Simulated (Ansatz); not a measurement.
Take CdSe in the zinc blende structure (space group F-43m, No. 216) as the base.

```yaml
crystal:
  lattice:
    - [0.00000, 3.04079, 3.04079]
    - [3.04079, 0.00000, 3.04079]
    - [3.04079, 3.04079, 0.00000]
  atoms:
    - { symbol: Cd, position: [0.00000, 0.00000, 0.00000] }
    - { symbol: Se, position: [0.25000, 0.25000, 0.25000] }
```

Calculations: PBEsol/PAW in Ansatz (an electronic-structure program), without spin-orbit coupling.

One change was made to it. Results:

The electron mass goes from 0.049 mₑ (at Γ) to 0.054 mₑ (at Γ); the band gap goes up by 0.07 eV, from 0.48 eV to 0.55 eV; the width of the top valence band goes up by 0.15 eV, from 2.25 eV to 2.40 eV; the shortest interatomic distance shrinks by 3.2 pm to 260.1 pm.

**Question.** Which of these changes matches the shifts?
A. pressure 0.9 GPa
B. pressure 2.1 GPa
C. pressure 15 GPa
D. pressure 22.5 GPa
E. pressure −1 GPa

**Answer.** B, pressure 2.1 GPa. For comparison, the electron mass in the other runs: pressure −1 GPa gives 0.046 mₑ (at Γ); pressure 0.9 GPa gives 0.051 mₑ (at Γ); pressure 22.5 GPa gives 0.078 mₑ (at Γ); pressure 15 GPa gives 0.072 mₑ (at Γ).

Load acts through the strain it causes; cell and atoms are relaxed under it. Effective masses come from finite differences of ±0.01 Å⁻¹. Whether these cells are dynamically stable was not tested. Tetrahedral semiconductors of this kind turn to denser phases somewhere between about 1 and 50 GPa; those were not computed, so compressed cells here can lie past the real transition.
